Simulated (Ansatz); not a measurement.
**BN: response to strain**

Base system: BN in the wurtzite structure (space group P6_3mc, No. 186).

```
CELL_PARAMETERS angstrom
      2.54100     0.00000     0.00000
     -1.27050     2.20057     0.00000
      0.00000     0.00000     4.20330
ATOMIC_POSITIONS crystal
  B  0.33333 0.66667 0.00027
  B  0.66667 0.33333 0.50027
  N  0.33333 0.66667 0.37473
  N  0.66667 0.33333 0.87473
```

Cartesian axes are those of the cell as printed.

Strains are applied to the cell and any free atomic positions relax.

Level of theory: plane-wave PAW DFT at the PBEsol level (Ansatz, an electronic-structure program, 420 eV), spin-orbit coupling left out.

```json
[
 {"uniaxial strain ε_zz (%)": "-3", "band gap (eV)": "5.09"},
 {"uniaxial strain ε_zz (%)": "-2.4", "band gap (eV)": "5.06"},
 {"uniaxial strain ε_zz (%)": "-1.8", "band gap (eV)": "5.03"},
 {"uniaxial strain ε_zz (%)": "-1.2", "band gap (eV)": "?"},
 {"uniaxial strain ε_zz (%)": "-0.6", "band gap (eV)": "4.98"},
 {"uniaxial strain ε_zz (%)": "0", "band gap (eV)": "4.96"}
]
```

Question: Fit E_g = E₀ + Dε (ε in %) to the rows shown and predict the withheld row.

Answer: Least squares on the printed values gives E₀ = 4.96 eV, D = -43.4 meV per % of strain (largest residual 0.00 eV); this predicts 5.01 eV, and the run gives 5.00 eV, in agreement.

Stability against distortions was not tested.
